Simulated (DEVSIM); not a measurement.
System: Schottky contact on n-type GaN, at 300 K.

Layer 1 from the left is GaN, thickness (μm) 0.600, Nd (cm⁻³) 1.7e15, τn (s) 2.1e-9, τp (s) 2.1e-9.

Left contact: Schottky, work function 5.11 eV, emission velocity 5.6e6 cm/s. Right contact: ohmic. Voltage is applied to the left contact. Recombination: SRH at mid-gap, Auger. Mobility is μmin + (μ − μmin)/(1 + (N/Nref)^α).

The device is made up for the run: typed textbook-type constants, with dimensions and the other settings drawn at random. Values at 300 K.

GaN: gap (eV) 3.43, affinity (eV) 4.1, permittivity 9.5, Nc (cm⁻³) 2.3e18, Nv (cm⁻³) 4.6e19, μn (cm²/Vs) 1200, μp (cm²/Vs) 100, μn,min 55, μp,min 3, Nref,n 2e17, Nref,p 3e17, αn 1, αp 2, Cn (cm⁶/s) 1e-30, Cp (cm⁶/s) 1e-30.

DEVSIM, 1D drift-diffusion, Boltzmann statistics, complete ionisation; no tunnelling, impact ionisation, image-force lowering or self-heating. Metal contacts follow the ideal Schottky-Mott rule: no Fermi-level pinning, no interface dipoles.

Dark forward current:

| |V| (V) | |J| (A/cm²) |
|---|---|
| 0.05 | 1.086e-10 |
| 0.10 | 8.535e-10 |
| 0.15 | 5.965e-9 |
| 0.20 | 4.101e-8 |
| 0.25 | 2.811e-7 |
| 0.30 | 1.923e-6 |
| 0.35 | 1.314e-5 |
| 0.40 | 8.956e-5 |
| 0.45 | 0.0006087 |
| 0.50 | 0.004119 |
| 0.55 | 0.02769 |
| 0.60 | 0.1840 |
| 0.65 | 1.193 |
| 0.70 | 7.243 |
| 0.75 | 36.35 |
| 0.80 | 124.3 |
| 0.85 | 282.6 |
| 0.90 | 489.7 |
| 0.95 | 724.1 |
| 1.00 | 973.6 |
| 1.05 | 1231 |
| 1.10 | 1494 |
| 1.15 | 1760 |
| 1.20 | 2027 |

Q: Work out the local ideality factor n = ΔV / (kT/q · ln(J2/J1)) between the rows 0.15 and 0.20 V, 1.15 and 1.20 V.

A: kT/q = 25.85 mV. From 0.15 to 0.20 V: ln(4.101e-8/5.965e-9) = 1.928, n = 1.00, near the 1 of diffusion or emission over a barrier. From 1.15 to 1.20 V: ln(2027/1760) = 0.141, n = 13.69; the layers' resistance at their doping, Σ W/(qμN) = 0.00019 Ω cm², would take 49 mV of this step of 50 mV.

Q: Estimate the current at 0.40 V for emission alone, J0 = q v N_band exp(−φB/kT), and read the barrier back from the simulated current.

A: φB = 1.010 eV, N_band = 2.30e18 cm⁻³, J0 = 2.22e-11 A/cm²; J = J0 (exp(qV/kT) − 1) = 0.000116 A/cm². The simulation gives 8.96e-5 A/cm²; the estimate lies 30 % above. Read backwards, the simulated current gives an apparent barrier of 1.017 eV. The estimate leaves out transport through the depletion region and minority injection.
